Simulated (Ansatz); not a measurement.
Consider a 16-atom supercell of TiC in the rock salt structure (space group Fm-3m, No. 225) at its relaxed geometry.

```
CELL_PARAMETERS angstrom
      0.00000     4.32781     4.32781
      4.32781     0.00000     4.32781
      4.32781     4.32781     0.00000
ATOMIC_POSITIONS crystal
  C  0.00000 0.00000 0.00000
  C  0.00000 0.00000 0.50000
  C  0.00000 0.50000 0.00000
  C  0.00000 0.50000 0.50000
  C  0.50000 0.00000 0.00000
  C  0.50000 0.00000 0.50000
  C  0.50000 0.50000 0.00000
  C  0.50000 0.50000 0.50000
  Ti 0.25000 0.25000 0.25000
  Ti 0.25000 0.25000 0.75000
  Ti 0.25000 0.75000 0.25000
  Ti 0.25000 0.75000 0.75000
  Ti 0.75000 0.25000 0.25000
  Ti 0.75000 0.25000 0.75000
  Ti 0.75000 0.75000 0.25000
  Ti 0.75000 0.75000 0.75000
```

All numbers come from r2SCAN (Ansatz, a program for electronic structure; PAW; 500 eV plane waves; no SOC).

One neutral defect a cell, atoms relaxed at fixed cell.

One change was made to it. Results:

The largest displacement of a host atom from its site in the perfect cell amounts to 0.07 Å; the pressure goes from zero to 4.2 GPa.

Question: Which change produced these results?
A. H interstitial (started 1.69 Å from the nearest host atom)
B. Ti on a C site (antisite)
C. Sn on a C site, symmetric start

Answer: A, H interstitial (started 1.69 Å from the nearest host atom). For comparison, the pressure in the other runs: Ti on a C site (antisite) gives 19.2 GPa; Sn on a C site, symmetric start gives 32.7 GPa.

In so small a cell the defect repeats every few ångströms: this is an ordered compound, not a dilute defect. Defects with a symmetric start kept the site's symmetry and may sit on a saddle; the others started slightly shaken. All final runs are without spin polarisation.
